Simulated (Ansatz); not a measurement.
Abridged Ansatz (a program for electronic structure) output:

```
Relaxation: its limit of steps is 50 (relax.max_steps)
Pseudopotential: Al, paw, valence charge 3
Crystal: 1 atoms, lattice volume = 16.121 Å³
Basis set: ecut = 500 eV, 411 PW (Γ), exchange–correlation on 96×96×96 points (64 copies of the dense FFT grid, shifted against one another)
Bands: 6, of which v1, the nominal top of the filled ones, is band 2 counted from 1 (1 counted from 0)
Symmetry: 16 space group operations
k-points: 1639 of 21952
Functional: x = r2scan, c = r2scan; τ floored in thin density (d = 2e-4 eV/Å³)
SCF iter   1: F=—  HF=-540.407876 eV  |F-HF|=—  |Δ(HF+E_count)|=         —  Δρ=3.36e-3  dr2=2.03e-3  dr2_τ=4.69e-3  ethr=1.77e-3  ⟨swp⟩=4.8  Hψ=85458  notcnv=0
SCF iter   2: F=—  HF=-540.415533 eV  |F-HF|=—  |Δ(HF+E_count)|=   7.66e-3  Δρ=2.31e-3  dr2=9.53e-4  dr2_τ=2.55e-6  ethr=6.76e-5  ⟨swp⟩=2.0  Hψ=32362  notcnv=0  defer=406
SCF 1 converged in 8 iterations: F = -540.415454 eV  dr2 = 2.16e-13
relax step   1: F+E_penalty+E_count = -540.41545420 eV  Δ(F+E_penalty+E_count) = +0.000e0 eV  max|allowed force component| = 0.000e0 eV/Å  Δτ_max = 0.0000 Å  (8 SCF iters, accepted)
Crystal: 1 atoms, lattice volume = 16.121 Å³
SCF iter   1: F=—  HF=-540.415454 eV  |F-HF|=—  |Δ(HF+E_count)|=         —  Δρ=3.66e-8  dr2=2.16e-13  dr2_τ=7.04e-16  ethr=1.00e-12  ⟨swp⟩=1.0  Hψ=88740  notcnv=0  defer=402
SCF iter   2: F=-540.415454 eV  HF=-540.415454 eV  |F-HF|=3.41e-13  |Δ(HF+E_count)|=  3.41e-13  Δρ=1.81e-8  dr2=5.17e-14  dr2_τ=4.18e-17  ethr=1.00e-12  ⟨swp⟩=2.0  Hψ=16822  notcnv=0
SCF 2 converged in 2 iterations: F = -540.415454 eV  dr2 = 5.17e-14
SCF converged after 2 iterations
Free energy (F): -540.415454 eV
Internal energy: -540.403039 eV  (E = F + TS)
E sigma→0 (E₀):  -540.409247 eV
Entropy (-TS):   -0.012415 eV (-12.415 meV/atom)
Fermi energy:    8.228654 eV
--- Forces (eV/Å), atoms counted from 1 ---
  atom   1  Al     0.00000000     0.00000000     0.00000000
--- Stress (GPa, compression-positive) ---
       -1.567787      -0.000000       0.000000
       -0.000000      -0.857530       0.000000
        0.000000       0.000000      -0.857530
  P = ⅓ Tr σ = -1.0943 GPa (-10.943 kbar)
--- Relaxed structure (1 steps of the walk, 1 accepted, 0 SCFs on fresh bases) ---
  atoms:
    - { symbol: Al, position: [0.0, 0.0, 0.0] }
```

Problem. What was computed, and what are the main results?

Solution. Al, 1 atom in the cell, with Ansatz, r2SCAN, PAW, cutoff 500 eV, spin-orbit coupling left out. The last SCF converged to F = -540.415454 eV, or -540.4155 eV per atom, at a pressure of -1.09 GPa. The total energy compares only with runs of the same code, potentials and settings.

The cells carry an imposed strain or load. Stability against distortions was not tested. The cell was made from Al in the fcc (Cu type) structure (space group Fm-3m, No. 225) by this change: uniaxial strain ε_xx = +1.24 %.

Keys are those of Ansatz 0.2.
